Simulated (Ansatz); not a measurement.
Consider La-vacancy pair (La on one host Zr site, one O site vacant) in monoclinic ZrO2, charge state +1. Level of theory: PBE, PAW (plane waves to 420 eV; Ansatz, a quantum-chemistry and plane-wave program).

Settings: 96 host sites, the relaxed PBE lattice, the Γ point alone, smearing 0.01 eV, spin-restricted, no image-charge correction. No zero-point or tunnelling terms. Spin-orbit coupling is left out. The charge state is imposed; whether it is stable for some Fermi level was not computed. Forms of the defect that were not tried may lie lower. The start lies 0.33 eV above the lowest site run (PBE).

Barriers: single points on a 2×2×2 k-point mesh shifted by half a step at the bands' geometries.

The step: one O atom jumps into the vacancy from a nearby O site (La-vacancy distance between ideal sites 2.06 → 4.59 Å). Atoms about the jump, Cartesian Å from the middle of the jump, before and after:

| atom | x0 | y0 | z0 | x1 | y1 | z1 |
|---|---|---|---|---|---|---|
| O1 | -0.39 | -0.67 | 0.55 | 0.39 | 0.67 | -0.55 |
| Zr2 | 1.38 | 0.25 | 1.21 | 1.51 | 0.41 | 1.14 |
| Zr3 | -1.42 | -0.19 | -1.26 | -1.28 | -0.04 | -1.34 |
| O4 | 0.04 | -1.42 | -2.00 | -0.02 | -1.59 | -1.93 |
| O5 | 0.14 | 1.86 | 1.61 | 0.11 | 1.79 | 1.80 |
| O6 | 2.36 | -1.18 | -0.19 | 2.43 | -1.20 | -0.18 |
| O7 | -2.28 | 1.46 | -0.01 | -2.29 | 1.48 | 0.02 |
| O8 | -2.83 | -1.24 | -0.24 | -2.47 | -1.20 | -0.10 |
| La9 | 1.69 | 2.61 | -1.59 | 1.65 | 2.54 | -1.54 |

Task: Give the saddle-point geometry and the barrier.

Result: 
| atom | x | y | z |
|---|---|---|---|
| O1 | -0.02 | -0.03 | 0.04 |
| Zr2 | 1.50 | 0.34 | 1.20 |
| Zr3 | -1.39 | -0.13 | -1.34 |
| O4 | -0.01 | -1.54 | -2.04 |
| O5 | 0.19 | 1.92 | 1.72 |
| O6 | 2.45 | -1.21 | -0.20 |
| O7 | -2.31 | 1.50 | -0.01 |
| O8 | -2.65 | -1.25 | -0.17 |
| La9 | 1.66 | 2.55 | -1.56 |
It lies 0.45 eV above the start and 0.54 eV above the end. The program found a first-order saddle point.
